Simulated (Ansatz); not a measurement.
Band structure of NbTe2 (P4_2/mnm, 6 atoms in the cell).

```yaml
crystal:
  lattice:
    - [6.70526, 0.00000, 0.00000]
    - [0.00000, 6.70526, 0.00000]
    - [0.00000, 0.00000, 4.31822]
  atoms:
    - { symbol: Nb, position: [0.00000, 0.00000, 0.00000] }
    - { symbol: Nb, position: [0.50000, 0.50000, 0.50000] }
    - { symbol: Te, position: [0.30496, 0.30496, 0.00000] }
    - { symbol: Te, position: [0.80496, 0.19504, 0.50000] }
    - { symbol: Te, position: [0.19504, 0.80496, 0.50000] }
    - { symbol: Te, position: [0.69504, 0.69504, 0.00000] }
```

Level of theory: PBE (plane waves, PAW; Ansatz, a program for electronic structure).

Settings: basis.ecutwfc = 420 eV; kpoints.mp_grid.grid = 4 4 6; hamiltonian.xc = pbe; hamiltonian.pseudopotentials = {kind: paw} (the program's default PAW files); scf.occupations.method = cold; scf.occupations.width = 0.136 eV; kpoints.band_path.npoints = 10.

The starting cell was generated: these elements placed on a structure prototype, without a prior relaxation; it need not be a known phase or ordering of this composition. Its lattice was rescaled by a random factor within 2.5 % of one. Spin-orbit coupling is off. Spin polarisation is off.

Levels in eV from the Fermi level, bands 43 to 50:
```csv
point,43,44,45,46,47,48,49,50
Γ,-0.33,-0.31,-0.25,-0.25,0.11,0.11,0.53,1.21
X,-0.73,-0.73,-0.06,-0.06,0.34,0.34,0.98,0.98
M,-0.96,-0.96,-0.52,-0.52,-0.24,-0.24,1.59,1.59
Z,-1.78,-1.78,0.13,0.13,0.65,0.65,1.37,1.37
R,-0.92,-0.92,-0.48,-0.48,0.17,0.17,1.43,1.43
A,-0.81,-0.81,0.16,0.16,0.39,0.39,0.65,0.65
```

Bands cross the Fermi level along this path, so the cell is metallic at this level.

Keys are those of Ansatz 0.2.
